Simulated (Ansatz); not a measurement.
Cell and atoms of amorphous Si30N42Be3:

```xyz
75
Lattice="9.2669 -0.1298 -0.1215 -0.1298 9.2983 -0.1067 -0.1215 -0.1067 9.6196" Properties=species:S:1:pos:R:3 pbc="T T T"
Si     0.4759     8.1975     8.3436
Si     0.1792     3.6578     1.2946
Si     3.6510     5.6888     6.7834
Si     6.2328     0.6162     4.4051
Si     3.2025     3.9662     1.1730
Si     1.9394     7.3129     5.9780
Si     7.8023     8.2145     2.5026
Si     0.9585     6.1645     0.9557
Si     1.5565     8.6439     2.9414
Si     7.6409     2.6359     6.2519
Si     3.4581     0.6063     0.0236
Si     6.5543     5.3099     6.6252
Si     4.3492     8.8547     7.0432
Si     6.2511     3.3238     4.2906
Si     8.1507     5.3077     3.1289
Si     1.2204     2.3803     6.1388
Si     3.3519     2.5863     8.1985
Si     3.7523     8.3966     3.9797
Si     5.9358     8.9210     1.0558
Si     5.2133     4.6495     9.2104
Si     8.3033     7.3341     5.2594
Si     7.0044     0.1940     8.1346
Si     7.7359     6.3053     0.0024
Si     3.4512     2.1213     3.7502
Si     1.5883     3.7880     3.6870
Si     9.0736     1.3758     3.7234
Si     0.3120     5.0465     5.8632
Si     6.9962     2.2901     9.3221
Si     3.7695     7.0115     1.5406
Si     0.6158     1.4352     8.8531
N      8.1190     5.8549     6.0815
N      5.8679     8.2682     7.5162
N      0.4996     1.0825     5.3635
N      7.3390     8.7204     5.3664
N      4.0286     4.2464     7.8463
N      1.7026     2.2780     7.7530
N      8.9113     2.4901    -0.0358
N      2.1528     7.8851     4.4202
N      3.1054     3.5996     2.8298
N      1.5988     4.5654     0.8601
N      4.2610     8.5657     0.6892
N      2.3698     2.8986     4.9836
N      1.9730     7.2934     1.7594
N      3.2638     7.4716     7.0875
N      4.1596     5.4555     0.7571
N      8.5944     5.2158     1.3613
N      3.3750     2.4313     0.3170
N      4.7797     8.9944     5.2432
N      0.3947     2.8026     2.8053
N      1.9501     5.5754     6.2439
N      3.0693     0.4811     3.1697
N      0.0906     0.0465     2.8540
N      7.4996     1.9597     4.5104
N      5.1152     2.0564     4.0645
N      6.4016     3.7475     5.9717
N      7.0132     1.8246     7.5875
N     -0.0126     6.7892     9.2289
N     -0.0885     3.5082     6.4066
N      4.4892     7.0747     3.1146
N      8.7663     0.0797     8.0272
N      7.1048     7.5531     1.0137
N      1.6349     0.0471     9.3691
N      6.5087     5.5814     8.4130
N      6.5430     4.7651     3.4283
N      8.2233     6.9612     3.5731
N      0.4669     7.9512     6.5286
N      6.7067     0.7766     0.1238
N      5.2200     6.1049     5.7870
N      3.9926     0.9275     8.0268
N      6.1661     3.5521     0.3639
N      0.4159     5.0164     4.1098
N      6.5513    -0.0643     2.8353
Be     5.3684     5.9583     3.9772
Be     8.9530    -0.0041     6.2600
Be     5.9353     7.8394     5.9235
```

The numbers are results of PBE, scalar-relativistic without spin-orbit coupling (plane waves to 420 eV, PAW; Ansatz, a program for electronic structure), not measurements.

It comes from a melt-quench run on a machine-learned potential (CHGNet), relaxed afterwards by DFT. N atoms were pushed apart under 1.9 Å during the dynamics, to hinder bonds among them. The hot cell started wider than the set density and was brought back towards it in steps. It is the lowest in DFT energy of 2 quenches. It is a model cell: composition and starting density were chosen by hand, and all elements were melted together. No dispersion term was used. Its density started from a set value of 2.94 and ended at 2.92 g/cm³. The simulated quench (nominally 300 K/ps over its main leg) is rapid and tends to freeze in more defects than a deposited or slowly cooled glass has. A cell of this size samples the disorder only roughly. Volume and shape were free in the relaxation.

Neighbours within Si-Si 2.60 Å, Si-N 2.14 Å, Si-Be 2.28 Å, N-N 1.70 Å, N-Be 2.00 Å, Be-Be 2.11 Å count as bonded. Two cations that share two anions don't count as bonded, nor two that share one unless they lie closer than Si-Si 2.38 Å, Si-Be 2.21 Å, Be-Be 2.05 Å.

**Question.** Give the coordination numbers, mean bond lengths and angles.

**Answer.** 
```json
{
 "Mean coordination of Si by anions": "4.03 (29 with 4, 1 with 5)",
 "Mean coordination of N": "3.14 (1 with 2, 34 with 3, 7 with 4)",
 "Mean coordination of Be by anions": "3.67 (1 with 3, 2 with 4)",
 "Mean Si-N bond": "1.768 Å (spread 0.064 Å, 121 counted)",
 "Mean N-Be bond": "1.747 Å (spread 0.074 Å, 11 counted)",
 "Bond angle at Si": "mean 109.0°, spread 13.5°",
 "Bond angle at N": "mean 114.9°, spread 18.2°",
 "Bond angle at Be": "mean 110.8°, spread 13.3°"
}
```

**Question.** Which atoms depart from the most common coordination of their element?

**Answer.** Si4 has 5 (N72 1.74 Å, N53 1.85 Å, N54 1.85 Å, N48 1.87 Å, N34 2.02 Å); N34 has 4 (Si21 1.69 Å, Be75 1.75 Å, Be74 1.78 Å, Si4 2.02 Å); N46 has 4 (Si15 1.82 Å, Si8 1.90 Å, Si2 1.90 Å, Si23 1.94 Å); N48 has 4 (Si18 1.73 Å, Be75 1.77 Å, Si13 1.86 Å, Si4 1.87 Å); N53 has 4 (Si4 1.85 Å, Si26 1.85 Å, Si14 1.86 Å, Si10 1.87 Å); N60 has 4 (Si1 1.74 Å, Si22 1.77 Å, Be74 1.78 Å, Si30 1.80 Å); N66 has 4 (Si6 1.70 Å, Be74 1.75 Å, Si1 1.83 Å, Si21 1.90 Å); N68 has 4 (Si12 1.76 Å, Be73 1.82 Å, Be75 1.88 Å, Si3 1.90 Å); N70 has 2 (Si28 1.64 Å, Si20 1.65 Å); Be73 has 3 (N59 1.66 Å, N64 1.76 Å, N68 1.82 Å).

**Question.** List the pairs of like atoms that count as bonded by the rules above.

**Answer.** There are none by these rules.
